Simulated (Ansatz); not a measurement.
```
GaP
1.0
    0.00000     2.74773     2.74773
    2.74773     0.00000     2.74773
    2.74773     2.74773     0.00000
Ga P
1 1
Direct
  0.00000   0.00000   0.00000
  0.25000   0.25000   0.25000
```

Computed with r2SCAN with spin-orbit coupling, rigid bands (plane waves, PAW; Ansatz, a quantum-chemistry and plane-wave program). Condition of this run: hydrostatic pressure -2 GPa (the target of the relaxation). How the cell was made: cell and atoms relaxed with r2SCAN, then loaded as said.

Q: Predict the electron conductivity mass (n e² τ/σ) at 300 K, by direction if it differs.

A: 0.33 mₑ.

Q: What conductivity effective mass do dilute holes have at 300 K?

A: 0.49 mₑ.

Q: And the band gap?

A: 1.86 eV at this level; semilocal functionals usually fall short of the measured gap.

Rigid bands, one relaxation time for all states, no polarons.
